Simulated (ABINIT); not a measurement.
Band structure of LiCl (Fm-3m, 2 atoms in the cell).

```yaml
crystal:
  lattice:
    - [0.00000, 2.48035, 2.48035]
    - [2.48035, 0.00000, 2.48035]
    - [2.48035, 2.48035, 0.00000]
  atoms:
    - { symbol: Li, position: [0.00000, 0.00000, 0.00000] }
    - { symbol: Cl, position: [0.50000, 0.50000, 0.50000] }
```

Method of the run: PBE, PAW (JTH v2.0 PBE PAW) (plane waves; ABINIT 10.0.3).

Settings: pseudos = [Li.GGA_PBE-JTH.xml, Cl.GGA_PBE-JTH.xml]; ecut = 26 Ha; pawecutdg = 52 Ha; pawxcdev = 0; occopt = 3; tsmear = 0.00073499 Ha; ngkpt = 11 11 11; nshiftk = 1; shiftk = 0 0 0; potentials = JTH v2.0 PBE PAW; kptopt = 1; nstep = 60; tolvrs1 = 1e-11.

The starting cell comes from a database of computed structures (which also holds hypothetical and non-ambient phases and stackings), without a prior relaxation at this level. Its lattice was rescaled by a random factor within 2.5 % of one.

Predict the gap along the standard path and the places of the band edges.

The gap along the path is 6.83 eV, from a point between K and Γ to L; the smallest direct gap on it is 6.94 eV.

Levels in eV from the top of the valence band on the SCF mesh, bands 2 to 9:
```tsv
point	2	3	4	5	6	7	8	9
Γ	-13.79	0.00	0.00	0.00	6.94	11.85	11.85	11.85
X	-12.75	-3.39	-1.31	-1.31	8.02	8.07	13.33	14.91
W	-12.76	-2.50	-2.50	-1.24	9.84	10.34	10.68	10.68
K	-12.79	-2.92	-2.09	-0.99	8.10	10.16	12.00	12.01
L	-13.07	-3.25	-0.30	-0.30	6.83	9.44	9.44	14.05
U	-12.79	-2.92	-2.09	-0.99	8.10	10.16	12.00	12.01
```
